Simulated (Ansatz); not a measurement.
Base system: WC (space group P-6m2, No. 187; a = 2.9127 Å, c = 2.8354 Å; relaxed with 0.1 eV smearing). Axes: x lies along a and z along c of the hexagonal cell.

Computed with r2SCAN/PAW in Ansatz (a quantum-chemistry and plane-wave program), no spin-orbit coupling.

One thing is altered: biaxial strain −1.94 %, plane normal [001], relaxed out of plane (Cartesian); in-plane vectors clamped, the third vector and the atoms free.

**Question.** What does the calculation give for the out-of-plane strain and in-plane stress after the change?

**Answer.** The out-of-plane strain comes out as +0.71 %; the mean in-plane stress (compression positive) is +19.3 GPa.

Whether these cells are dynamically stable was not tested. The final runs are not spin-polarised.
